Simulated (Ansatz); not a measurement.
Tunnelling through a barrier is set by its complex band structure: the current falls as exp(−2κd) with the smallest κ.

Data:

```
ZrO2
1.0
    3.60017     0.00000     0.00000
    0.00000     3.60017     0.00000
    0.00000     0.00000     5.22516
Zr O
2 4
Direct
  0.00000   0.00000   0.00000
  0.50000   0.50000   0.50000
  0.00000   0.50000   0.30177
  0.00000   0.50000   0.80177
  0.50000   0.00000   0.19823
  0.50000   0.00000   0.69823
```

The cell is taken as given.

Transport runs along the normal of the first two printed cell vectors, the (001) plane of the conventional cell.

The gap is the functional's own. No spin-orbit coupling. Mid-gap values are those at the computed energy nearest the middle.

Problem. Estimate the band gap and the smallest decay constant κ at mid-gap that Ansatz (a first-principles code) with r2SCAN returns for this system.

Solution. Gap 4.61 eV on a 8×8×6 mesh; κ = 0.386 1/Å, at the zone centre.
